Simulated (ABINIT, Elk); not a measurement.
An ABINIT input for a self-consistent single point of YMg3 (P6_3/mmc, 8 atoms in the cell) (DFT, PBEsol, plane waves, norm-conserving pseudopotentials (PseudoDojo nc-sr-04 PBEsol standard)):

```
# YMg3, PseudoDojo nc-sr-04 PBEsol standard
pp_dirpath "./"
pseudos "Y.upf, Mg.upf"
acell 3*1.0 Angstrom
rprim
         6.6849298831    0.0000000271    0.0000000000
        -3.3424649650    5.7893190877    0.0000000000
         0.0000000000    0.0000000000    5.1670300000
natom 8
ntypat 2
znucl 39 12
typat 1 1 2 2 2 2 2 2
xcart
         3.3424649337    1.9297730473    1.2917575000
        -0.0000000157    3.8595460675    3.8752725000
        -0.0000000076    1.8828602513    1.2917575000
         3.3424649257    3.9064588635    3.8752725000
         5.0543250698    0.9414301462    3.8752725000
        -1.7118601518    4.8478889687    1.2917575000
         1.7118601125    4.8478889826    1.2917575000
         1.6306048056    0.9414301323    3.8752725000
      Angstrom
ecut 42 Ha
occopt 7
tsmear 0.2 eV
nband 52
kptopt 1
ngkpt 4 4 5
nshiftk 1
shiftk 0 0 0
nstep 50
tolvrs 1.0e-11
prtwf 0
prtden 0
prtvol 1
```

Problem. Write the same calculation as an input for Elk.

Solution. This is the input that was run; spellings and numerical settings could be chosen otherwise.

```
tasks
  0

xctype
  22

stype
  0

swidth
  0.00734986

maxscl
  100

avec
   12.6326866413    0.0000000513    0.0000000000
   -6.3163433651   10.9402275238    0.0000000000
    0.0000000000    0.0000000000    9.7642715777

sppath
  './'

atoms
  2
  'Y.in'
  2
  0.6666666667  0.3333333333  0.2500000000    0.0 0.0 0.0
  0.3333333333  0.6666666667  0.7500000000    0.0 0.0 0.0
  'Mg.in'
  6
  0.1626140000  0.3252290000  0.2500000000    0.0 0.0 0.0
  0.8373840000  0.6747690000  0.7500000000    0.0 0.0 0.0
  0.8373840000  0.1626140000  0.7500000000    0.0 0.0 0.0
  0.1626140000  0.8373840000  0.2500000000    0.0 0.0 0.0
  0.6747690000  0.8373840000  0.2500000000    0.0 0.0 0.0
  0.3252290000  0.1626140000  0.7500000000    0.0 0.0 0.0

ngridk
  4 4 5
```

Basis settings and potentials, where a program has them, do not carry over. This input uses DFT, PBEsol, all-electron FP-LAPW, Elk's shipped species files, default APW+lo basis.

The starting cell comes from a database of computed structures (which also holds hypothetical and non-ambient phases and stackings), without a prior relaxation at this level.
